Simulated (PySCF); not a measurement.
PySCF 2.14.0, unrestricted PBE0/def2-svpd, df: Hf(F)4 triplet ([F][Hf]([F])([F])[F]), charge 0, multiplicity 3, 5 atoms. The geometry is a generated start, not checked to be a minimum at this level.

```
Property                                             Value
-------------------------  -------------------------------
task                                                energy
method                                                pbe0
basis                                            def2-svpd
two-electron scheme                        density fitting
mol.max_memory                                     3000 MB
mf.max_cycle                                           100
mf.init_guess                              minao (default)
mf.DIIS                                    CDIIS (default)
mf.diis_space                                  8 (default)
mf.conv_tol                                1e-09 (default)
mf.grids.level                                 3 (default)
effective core potentials  those of the basis set, past Kr
basis functions                                        127
grid points                                          80840
```

```xyz
5

Hf     0.0003     0.0004     0.0006
F      1.1943     0.8564    -1.0759
F      0.8873    -1.1467     1.1011
F     -1.1783    -0.9346    -1.0252
F     -0.9036     1.2245     0.9994
```

Charge 0 and multiplicity 3 are set for this test and not shown to be the ground state.

One run each on 2 threads, 1 BLAS thread. Values of level_shift (Hartree) tried: 0 (default), 0.1, 0.3, 1.

### Question
Predict the course of the Fock builds along this series.

### Answer
Fewest Fock builds: 0 (default) with 46. The run ends without SCF convergence in 100 cycles at 0.1, 0.3, 1.

```tsv
level_shift (Hartree)	Fock builds	end
0 (default)	46	same solution
0.1	101	no convergence
0.3	101	no convergence
1	101	no convergence
```
